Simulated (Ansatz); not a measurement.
Consider interstitial H in rutile-type MgF2, charge state +1. Calculation: PBE, PAW (plane waves to 420 eV; Ansatz, a first-principles code).

72-site cell at the relaxed PBE lattice, the Γ point alone, smearing 0.01 eV, spin-restricted, no finite-size correction. No zero-point or tunnelling terms. The charge state is imposed; whether it is stable for some Fermi level was not computed. Sites that were not tried may lie lower.

Barriers: single points on a 2×2×2 k-point mesh shifted by half a step at the bands' geometries.

A. several atoms move together, H the farthest; the atom moves 1.27 Å along (0.07, 0.23, 0.20) of the unit cell; the moving atom starts with neighbours F at 1.13, F at 1.21; Mg at 2.15 Å and ends with F at 1.09, F at 1.26; Mg at 2.05 Å; the start lies 0.17 eV above the lowest site run; saddle order not checked.
B. several atoms move together, H the farthest; the atom moves 1.21 Å along (-0.17, -0.04, -0.29) of the unit cell; the moving atom starts with neighbours F at 1.17, F at 1.19 Å and ends with F at 1.13, F at 1.21; Mg at 2.15 Å; saddle order not checked.

Problem. Rank these by forward barrier (lowest first), as PBE, PAW gives it.

Solution. B (0.26 eV), A (0.44 eV)
